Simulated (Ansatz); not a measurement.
System: SiC (model structure, started from the GeS type, Pnma, No. 62, 8 atoms in the cell). Method: r²SCAN in Ansatz (PAW).

Run with plane-wave cutoff 560 eV, 8×18×16 k mesh (along the axes of the cell as run), Fermi–Dirac smearing 0.05 eV, scalar-relativistic PAW data made under PBE.

Cell (relaxed at this level):

```
CELL_PARAMETERS angstrom
      5.78481     0.00000     0.00000
      0.00000     3.12486     0.00000
      0.00000     0.00000     5.18453
ATOMIC_POSITIONS crystal
  Si 0.15938 0.25000 0.40433
  Si 0.34062 0.75000 0.90433
  Si 0.84062 0.75000 0.59567
  Si 0.65938 0.25000 0.09567
  C  0.82336 0.25000 0.39693
  C  0.67664 0.75000 0.89693
  C  0.17664 0.75000 0.60307
  C  0.32336 0.25000 0.10307
```

Give the computed band gap and smallest direct gap on the k points sampled.


band gap: 3.02 eV (indirect)
smallest direct gap on the k points sampled: 3.56 eV

Note: the relaxation could raise the start's symmetry but not lower it, so the cell can be a saddle point.

Computed values are for the static lattice.

The result took around 110 core-seconds (rough).

A model structure was made by putting elements into a prototype or built by hand; it is no filed structure, need not be a known phase, and can be a saddle point held by its symmetry.

Ansatz is a program for electronic structure.
